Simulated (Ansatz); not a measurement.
Start from Pd in the fcc (Cu type) structure (space group Fm-3m, No. 225; a = 3.876 Å).

The change: every Pd is replaced by Os, then cell and atoms are relaxed.

Levels (all Ansatz, a first-principles code, PAW): PBEsol (420 eV, scalar-relativistic without spin-orbit coupling); PBEsol+SOC (420 eV, spin-orbit coupling included).

The geometry is relaxed with PBEsol.

| Property | Result |
|---|---|
| PBEsol pressure | 0.0 GPa |

Problem. How does going to PBEsol+SOC change the pressure?

Solution. The pressure goes from zero to 0.4 GPa.

Single points use the geometry relaxed with PBEsol. The spin-orbit shifts are approximate. Stability against distortions was not tested. The runs without spin-orbit coupling are not spin-polarised. This is not the structure that Os has at room temperature and ambient pressure.
